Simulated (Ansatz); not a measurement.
Cs: response to strain

The reference is Cs in the bcc (W type) structure (space group Im-3m, No. 229; a = 6.007 Å; relaxed with 0.1 eV smearing). Axes: x, y, z lie along the cube axes.

Strains are applied to the cell and any free atomic positions relax; under biaxial strain the out-of-plane vector relaxes too.

Method: Kohn–Sham DFT with the PBEsol functional, run in Ansatz (an electronic-structure program) with PAW and 420 eV plane waves, scalar-relativistic without spin-orbit coupling.

Candidates:
(a) biaxial strain −1.00 %, plane normal [001], relaxed out of plane
(b) biaxial strain +1.00 %, plane normal [001], relaxed out of plane
(c) biaxial strain +0.50 %, plane normal [001], relaxed out of plane

Task: Order them by out-of-plane strain, highest first.

Result: (a) biaxial strain −1.00 %, plane normal [001], relaxed out of plane (+1.74 %), (c) biaxial strain +0.50 %, plane normal [001], relaxed out of plane (-0.77 %), (b) biaxial strain +1.00 %, plane normal [001], relaxed out of plane (-1.54 %)

No phonon test of stability was made. All final runs are without spin polarisation.
